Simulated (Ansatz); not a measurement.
Base system: GaP in the zinc blende structure (space group F-43m, No. 216).

GaP is modelled in the cubic space group F-43m (No. 216), the zinc blende structure, Pearson symbol cF8. Conventional cell: a = b = c = 5.4385 Å, α = β = γ = 90.00°. P on 4c sees 4 Ga at 2.355 Å (tetrahedral). Ga on 4a is coordinated by 4 P at 2.355 Å (tetrahedral). (Neighbours: up to the widest gap in distance over summed covalent radii, below 1.35, at either atom; cation-cation and far metal-metal contacts left out.)
(The calculation used a cell of 2 atoms; values per cell refer to that cell.)

The other end (x = 1) is InP in the zinc blende structure (space group F-43m, No. 216): 25.39 Å³/atom, gap 0.57 eV.

The values are results of Ansatz (a first-principles code), PBEsol, PAW, cutoff 420 eV, scalar-relativistic without spin-orbit coupling, not measurements.

In replaces a fraction x of Ga; each row is one arrangement (x, atoms in the cell, starting space group or random), fully relaxed.

One change was made to it. Results:

```tsv
quantity	base	after
band gap	1.45 eV	1.02 eV
gap character (in this cell's own zone, which can be folded)	–	direct at Γ
mixing energy	–	+26 meV/atom
valence-band top at Γ (three highest levels, from the VBM)	0.00, 0.00, 0.00 eV	0.00, -0.10, -0.12 eV
volume per atom	20.11 Å³	21.39 Å³
```

Question: Which of these changes matches the shifts?
A) x(In) = 0.5, 8 atoms, Cm
B) x(In) = 0.75, 8 atoms, Amm2
C) x(In) = 0.25, 8 atoms, Amm2
D) x(In) = 0.75, 8 atoms, Pmm2

Answer: C, x(In) = 0.25, 8 atoms, Amm2. For comparison, the valence-band top at Γ in the other runs: x(In) = 0.5, 8 atoms, Cm gives 0.00, -0.09, -0.12 eV; x(In) = 0.75, 8 atoms, Amm2 gives 0.00, -0.05, -0.07 eV; x(In) = 0.75, 8 atoms, Pmm2 gives 0.00, -0.04, -0.10 eV.

Each cell is one ordered arrangement of few atoms, which overstates ordering effects compared with a random alloy. Stability against distortions was not tested. k-point labels follow each cell's own Brillouin zone.
